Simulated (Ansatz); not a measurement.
Given:

```yaml
crystal:
  lattice:
    - [4.53212, 0.00000, 0.00000]
    - [0.00000, 4.53212, 0.00000]
    - [2.26606, -2.26606, 3.33692]
  atoms:
    - { symbol: Sn, position: [0.00000, 0.00000, 0.00000] }
    - { symbol: Sn, position: [0.75000, 0.75000, 0.50000] }
```

No spin polarisation.

Calculations: PBEsol/PAW in Ansatz (an electronic-structure program), spin-orbit coupling left out. Settings: 15×15×15 k-points, 0.1 eV Fermi–Dirac smearing.

**Question.** Estimate the band gap.

**Answer.** Zero.

**Question.** Estimate the mean in-plane stress (compression positive).

**Answer.** +1.3 GPa.

The cells carry an imposed strain or load. Whether these cells are dynamically stable was not tested. The cell was made from Sn in the diamond structure (space group Fd-3m, No. 227) by this change: biaxial strain −2.00 %, plane normal [001], relaxed out of plane.
